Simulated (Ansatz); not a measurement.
Cell and atoms of amorphous Si₁₂Te₄₈:

```xyz
60
Lattice="12.7005 -0.1169 0.5387 -0.1169 12.8472 0.0302 0.5387 0.0302 12.4813" Properties=species:S:1:pos:R:3 pbc="T T T"
Si     7.7814    11.9917     4.8199
Si    10.8450     6.9028    11.0274
Si     0.5661     8.0375     3.1030
Si     3.6290     1.8847     9.9331
Si     4.6503     5.2823     0.9816
Si     6.4539     5.9492     7.6677
Si     5.5745     0.8061     7.1436
Si     0.1394     0.3193     2.0523
Si     1.2871     8.0364     6.7019
Si     9.4585     1.0482     8.9011
Si    10.1288     0.0600     6.9101
Si     4.5763     9.1797     1.1697
Te     2.2354     3.8814    10.6605
Te     9.5465     1.1523     4.6710
Te     7.4027     2.4293     8.1025
Te     8.0077     4.7705     3.8789
Te     9.2305     1.0957     1.2887
Te     5.6356     7.2288     2.4084
Te    12.4991    12.7279     7.4034
Te    11.5540    10.0041     0.5891
Te     5.7056     4.7185     5.6063
Te     9.0778     7.4902    12.7180
Te     2.0214     6.0558     3.8059
Te    10.2093     6.2084     4.8574
Te    10.0497     7.8597     8.7423
Te     5.5652     0.1667     4.6652
Te     4.2878     5.6995     9.2659
Te    11.9493     4.3291     6.0741
Te     0.4583     5.8412     7.7837
Te    11.6782     2.3105     9.4140
Te    11.0870     4.2999    11.5221
Te     0.7394     1.6831     4.1353
Te     4.7082     8.9529    11.2046
Te     8.8649    12.0052    10.5146
Te     6.0218     1.6478    10.8944
Te     6.3730     5.1895    11.1585
Te     7.4571     8.5309    10.2471
Te     8.1449     3.6754     0.5530
Te    12.2511     9.0090     5.7283
Te    11.4528    10.9355     9.6877
Te     0.6520     7.4809    10.6835
Te     2.1091     5.1685     0.9894
Te     5.4781     3.1969     2.2804
Te     3.4672     2.2077     7.4018
Te     7.7251     9.9943     3.2292
Te     5.1241    11.7646     8.8505
Te    11.1054     7.6234     2.2031
Te     8.8446     5.2597     8.2726
Te     8.6707    10.7645     6.8526
Te     2.0039     9.4459     1.3388
Te     2.3995    12.6530    10.9337
Te     3.2730    10.9823     6.6831
Te    10.6383    11.6049     2.7628
Te     1.9816    11.9059     2.9829
Te    13.0388     1.0886    12.6488
Te     6.0701     8.4497     7.6973
Te     3.9288     1.2766     0.7874
Te     3.4450     8.3550     5.2742
Te     1.6598     9.5666     8.7212
Te     5.9352    11.3234     1.5533
```

The numbers are results of PBE, scalar-relativistic without spin-orbit coupling, PAW (Ansatz default set, large-core Te) (plane waves to 420 eV; Ansatz, a first-principles code), not measurements.

A CHGNet melt-quench gave the starting glass, which DFT then relaxed. The hot cell started wider than the set density and was brought back towards it in steps. It is the lowest in DFT energy of 4 quenches. It is a model cell: composition and starting density were chosen by hand, and all elements were melted together. No dispersion term was used. Its density started from a set value of 5.28 and ended at 5.28 g/cm³. The simulated quench (nominally 79 K/ps over its main leg) is rapid and tends to freeze in more defects than a deposited or slowly cooled glass has. Values belong to this one cell and scatter from quench to quench. The volume was held where the preparation left it and the shape relaxed, at a PBE pressure of 1.2 GPa. Stress components on the final sampling reach 1.2 GPa. On a 2×2×2 Γ-centred mesh force components of up to 0.19 eV/Å stay, since the relaxation ran on one k-point at (1/4, 1/4, 1/4).

Cut-offs for bonds: Si-Si 2.54 Å, Si-Te 2.86 Å, Te-Te 3.22 Å.

**Question.** Give the coordination numbers, mean bond lengths and angles.

**Answer.** 
| Item | Value |
|---|---|
| Mean coordination of Si | 4.00 (12 with 4) |
| Mean coordination of Te | 2.46 (28 with 2, 18 with 3, 2 with 4) |
| Mean Te-Te bond | 2.982 Å (spread 0.122 Å, 36 counted) |
| Mean Si-Te bond | 2.569 Å (spread 0.043 Å, 46 counted) |
| Mean Si-Si bond | 2.322 Å (spread 0.000 Å, 1 counted) |
| Bond angle at Si | mean 109.4°, spread 10.3° |
| Bond angle at Te | mean 103.3°, spread 26.9° |
